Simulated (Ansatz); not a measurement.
The starting structures come from a database of crystals and need not be the phases stable at ambient conditions.

Tunnelling through a barrier is set by its complex band structure: the current falls as exp(−2κd) with the smallest κ.

Here is the system:

```
Ag2FH2IO
1.0
    6.20538     0.00000     0.33336
    0.00000     7.77749     0.00000
    0.34538     0.00000     4.62950
Ag H I O F
4 4 2 2 2
Direct
  0.69940   0.53175   0.11286
  0.30060   0.03175   0.88714
  0.71212   0.90687   0.00496
  0.28788   0.40687   0.99504
  0.95701   0.26939   0.72295
  0.04299   0.76939   0.27705
  0.99721   0.46343   0.59114
  0.00279   0.96343   0.40886
  0.51476   0.19915   0.33839
  0.48524   0.69915   0.66161
  0.97435   0.39370   0.77662
  0.02565   0.89370   0.22338
  0.96782   0.07302   0.67818
  0.03218   0.57302   0.32182
```

Space group of this cell: P2_1. The cell was relaxed by PBE-D3(BJ).

Transport runs along the normal of the first two printed cell vectors.

No gap correction and no spin-orbit coupling; mid-gap values are interpolated between computed energies.

Compute, with r2SCAN (Ansatz, a first-principles code), the band gap and the smallest decay constant κ at mid-gap.

Gap 1.46 eV on a 6×4×8 mesh; κ = 0.189 1/Å, at the zone centre.
